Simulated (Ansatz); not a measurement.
**A constructed model of the (0001) surface of wurtzite GaN, Ga-terminated, 2x2 N adatom at H3 (bottom of the slab: 3 H on 4 bottom sites)**

Computed with r2SCAN, at the PBE geometry (plane waves to 500 eV, PAW; Ansatz, a first-principles code).

Slab: 44 atoms, 13.1 Å thick at the start with caps and adatoms (thin: gaps and levels are the slab's own); k 4x4x1, smearing 0.025 eV, dipole-corrected; single point; on the structure that PBE left under its start's symmetry; no spin, no spin-orbit, no U. In PBE it is, or lies within 0.01 eV a 1x1 cell of, the lowest of the 3 structures of its composition computed so far; subsurface sites and larger cells were not tried.

```
Property                                                                 Value
-----------------------------------------------  -----------------------------
gap of the slab on its k-mesh                                          0.49 eV
highest filled level below the top vacuum level                        5.67 eV
cost                                             around 6 core-minutes (rough)
```
